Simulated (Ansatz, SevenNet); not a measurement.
**How the bulk modulus of fluorite AuAl2 moves with the method**

No measured value is used here.

| level (code) | value (GPa) | cell (Å³/atom) |
|---|---|---|
| SevenNet-l3i5 | 102 | 18.57 |
| LDA (Ansatz) | 121 | 17.61 |
| PBE (Ansatz) | 105 | 18.55 |
| PBEsol-D3(BJ) (Ansatz) | 124 | 17.51 |
| rVV10 (Ansatz) | 97.4 | 18.92 |
| r²SCAN-D4 (Ansatz) | 121 | 17.93 |
| r²SCAN0 (Ansatz) | 125 | 17.86 |

Density-functional levels without +SOC have no spin–orbit coupling. Each level is taken at its own relaxed cell. Cutoffs and k meshes differ between the levels. Ansatz's density-functional and Hartree–Fock values are scalar-relativistic unless marked +SOC, with PAW data made under PBE.

Machine-learned potentials (SevenNet-l3i5) are trained on DFT data: a solid inside that data is no test of them.

Ansatz is an electronic-structure program.
